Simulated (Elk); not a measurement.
Band structure of NiAl (Pm-3m, 2 atoms in the cell).

```yaml
crystal:
  lattice:
    - [2.90994, 0.00000, 0.00000]
    - [0.00000, 2.90994, 0.00000]
    - [0.00000, 0.00000, 2.90994]
  atoms:
    - { symbol: Al, position: [0.50000, 0.50000, 0.50000] }
    - { symbol: Ni, position: [0.00000, 0.00000, 0.00000] }
```

Computed with PBE, all-electron FP-LAPW, Elk's shipped species files, APW+lo basis with extra local orbitals (Elk).

Settings: xctype = 20; rgkmax = 7.5; stype = 0; swidth = 0.00367493 Ha; ngridk = 8 8 8; gmaxvr = 18 1/bohr; lmaxapw = 10; lmaxo = 8; nxlo = 2; lorbcnd = true; lradstp = 2; nrmtscf = 2; rmtscf = 0.97; lmaxi = 4.

The starting cell has typed, rounded lattice constants, without a prior relaxation at this level. Its lattice was rescaled by a random factor within 2.5 % of one. Spin polarisation is off. Values depend on the basis (sphere radii, cutoffs, local orbitals), which need not be converged.

Levels in eV from the Fermi level, bands 9 to 16:
```
point      9     10     11     12     13    14    15     16
-----  -----  -----  -----  -----  -----  ----  ----  -----
Γ      -3.02  -1.40  -1.40  -1.40   5.42  5.42  5.42   8.10
X      -2.56  -2.08  -2.08  -1.32  -0.55  8.30  9.91   9.91
M      -2.76  -2.76  -1.91  -1.91  -0.89  1.48  2.42  12.00
R      -3.88  -0.85  -0.85   2.06   2.06  2.06  3.49   4.40
```

Bands cross the Fermi level along this path, so the cell is metallic at this level.
